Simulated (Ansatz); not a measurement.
Where the default PAW files enter, the runs use the earlier of Ansatz's two default sets.

Data:

```xyz
4
Lattice="2.5539 0.0000 0.0000 -1.2770 2.2118 0.0000 0.0000 0.0000 4.2268" Properties=species:S:1:pos:R:3 pbc="T T T"
B      1.2770     0.7373     4.2257
B      0.0000     1.4745     2.1122
N      1.2770     0.7373     2.6430
N      0.0000     1.4745     0.5295
```

Space group of this cell: P6_3mc, wurtzite. The cell is taken as given; by LDA its mean pressure is -13.9 GPa.

Transport runs along the normal of the first two printed cell vectors, the (001) plane of the conventional cell.

The gap is the functional's own. No spin-orbit coupling. Mid-gap values are interpolated on the energy grid.

Q: State the band gap and the smallest decay constant κ at mid-gap according to LDA (Ansatz, a first-principles code).

A: Gap 4.98 eV on a 18×18×8 mesh; κ = 0.360 1/Å, at the zone centre.
